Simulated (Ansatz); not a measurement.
A self-consistent single point of LaMg (Pmm2, 4 atoms in the cell) with Ansatz (an electronic-structure program).

Computed with PBEsol, default PAW files made with PBE (plane waves; Ansatz).

The change in words: lattice scaled by 0.98. Reference geometry:
```
LaMg
1.0
    5.63232     0.00000     0.00000
    0.00000     3.81286     0.00000
    0.00000     0.00000     5.80638
La Mg
2 2
Direct
  0.75000   0.00000   0.80171
  0.25000   0.00000   0.20690
  0.25000   0.50000   0.69324
  0.75000   0.50000   0.30676
```

Reference input (self-consistent single point, DFT, PBEsol, plane waves, default PAW files made with PBE): basis.ecutwfc = 420 eV; kpoints.mp_grid.grid = 6 9 6; hamiltonian.xc = pbesol; hamiltonian.pseudopotentials = {kind: paw} (the program's default PAW files); scf.occupations.method = fermi_dirac; scf.occupations.width = 0.1 eV. This run's input differs from it in these lines:

```diff
@@ -2,5 +2,5 @@
   lattice:
-    - [5.63231600, 0.00000000, 0.00000000]
-    - [0.00000000, 3.81286400, 0.00000000]
-    - [0.00000000, 0.00000000, 5.80637700]
+    - [5.51967000, 0.00000000, 0.00000000]
+    - [0.00000000, 3.73660700, 0.00000000]
+    - [0.00000000, 0.00000000, 5.69024900]
   atoms:
```

The program printed (abridged):

```
SCF iter   1: F=—  HF=-16147.047712 eV  |F-HF|=—  |Δ(HF+E_count)|=         —  Δρ=2.46e-3  dr2=7.70e-3  ethr=1.77e-3  ⟨swp⟩=7.6  Hψ=10389  notcnv=0
all-band conjugate gradients solve this SCF's bands
preconditioner: auto → Kerker (q_TF=auto, 2.299 Å⁻¹)
SCF iter   2: F=—  HF=-16147.048450 eV  |F-HF|=—  |Δ(HF+E_count)|=   7.37e-4  Δρ=1.30e-3  dr2=1.87e-3  ethr=1.83e-5  ⟨swp⟩=2.8  Hψ=4881  notcnv=0
SCF iter   3: F=—  HF=-16147.048375 eV  |F-HF|=—  |Δ(HF+E_count)|=   7.49e-5  Δρ=3.97e-4  dr2=3.39e-4  ethr=4.46e-6  ⟨swp⟩=2.3  Hψ=3534  notcnv=0
SCF iter   4: F=—  HF=-16147.048341 eV  |F-HF|=—  |Δ(HF+E_count)|=   3.33e-5  Δρ=9.56e-5  dr2=2.98e-5  ethr=8.07e-7  ⟨swp⟩=1.9  Hψ=2381  notcnv=0
SCF iter   5: F=—  HF=-16147.048307 eV  |F-HF|=—  |Δ(HF+E_count)|=   3.43e-5  Δρ=3.58e-5  dr2=4.18e-6  ethr=7.10e-8  ⟨swp⟩=2.5  Hψ=3463  notcnv=0
SCF iter   6: F=—  HF=-16147.048306 eV  |F-HF|=—  |Δ(HF+E_count)|=   7.44e-7  Δρ=9.63e-6  dr2=3.61e-7  ethr=9.95e-9  ⟨swp⟩=2.0  Hψ=2662  notcnv=0
SCF iter   7: F=-16147.048306 eV  HF=-16147.048306 eV  |F-HF|=2.17e-8  |Δ(HF+E_count)|=   7.65e-8  Δρ=2.51e-6  dr2=2.77e-8  ethr=2.38e-10  ⟨swp⟩=9.4  Hψ=10036  notcnv=0
SCF 1 converged in 7 iterations: F = -16147.048306 eV  dr2 = 2.77e-8
Free energy (F): -16147.048306 eV
Internal energy: -16146.923808 eV  (E = F + TS)
E sigma→0 (E₀):  -16146.986057 eV
Entropy (-TS):   -0.124498 eV (-31.125 meV/atom)
Fermi energy:    9.008234 eV
--- Forces (eV/Å), atoms counted from 1 ---
  atom   1  La     0.00000000    -0.00000000    -0.18190429
  atom   2  La     0.00000000     0.00000000     0.02857611
  atom   3  Mg     0.00000000     0.00000000     0.07846262
  atom   4  Mg     0.00000000     0.00000000     0.07484612
--- Stress (GPa, compression-positive) ---
        0.481543      -0.000000       0.000000
       -0.000000       0.306454      -0.000000
        0.000000      -0.000000       0.228818
  P = ⅓ Tr σ = 0.3389 GPa (3.389 kbar)
  The stress holds the Pulay correction. Without it, at fixed plane waves, as pw.x and ABINIT print it: P = 0.3364 GPa
```

The run converged in 7 iterations. Against the reference run the free energy falls by 8.0 meV/atom, the pressure goes from -1.65 to 0.34 GPa and the largest force goes from 0.198 to 0.182 eV/Å.

The starting cell comes from a database of computed structures (which also holds hypothetical and non-ambient phases and stackings), without a prior relaxation at this level. Its lattice was rescaled by up to half a per cent. One atom was moved a little off its site on purpose. For this run, on top of that: lattice scaled by 0.98. Ansatz's pressure includes its estimate of the finite-basis (Pulay) stress.

Keys are those of Ansatz 0.2.
